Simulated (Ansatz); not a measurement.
## What biaxial strain +3.00 %, plane normal [001], relaxed out of plane does to ZnS

Take ZnS in the zinc blende structure (space group F-43m, No. 216; a = 5.389 Å) as the base. Axes: x, y, z lie along the cube axes.

Perturbation: tensile biaxial strain of 3.00 % in the plane normal to [001], as in epitaxy on a mismatched substrate; the out-of-plane cell vector and the atoms relax.

Method: r2SCAN/PAW in Ansatz (a program for electronic structure), scalar-relativistic without spin-orbit coupling. k-mesh 11×11×11 (Γ-centred); smearing 0.05 eV (Fermi–Dirac).

Volume per atom: 19.99 Å³ (base 19.56 Å³)
Space group: I-4m2 (No. 119) (base F-43m (No. 216))
Shortest interatomic distance: 2.353 Å (base 2.334 Å)
Energy relative to the base (free energy F): +9.8 meV/atom
Pressure (mean of the normal stresses, compression positive): -1.74 GPa (base 0.00 GPa)
Band gap: 2.45 eV (base 2.70 eV)
Gap character: direct at Γ (base direct at Γ)
Electron mass: 0.19 mₑ (at Γ) (base 0.19 mₑ (at Γ))
Hole mass: 0.21 mₑ out of plane, 0.68 mₑ in plane (at Γ)
Valence-band top at Γ (three highest levels, from the VBM): 0.00, -0.21, -0.21 eV (base 0.00, 0.00, 0.00 eV)
Out-of-plane strain: -3.67 %
Ratio −ε⊥/ε∥: 1.22

Cost of the whole job for the changed cell (relaxation, final SCF and bands): roughly 90 core-seconds.

Masses are band curvatures over ±0.01 Å⁻¹ around the edge. Whether these cells are dynamically stable was not tested. Labels are those of the standard path for the cell's own space group.
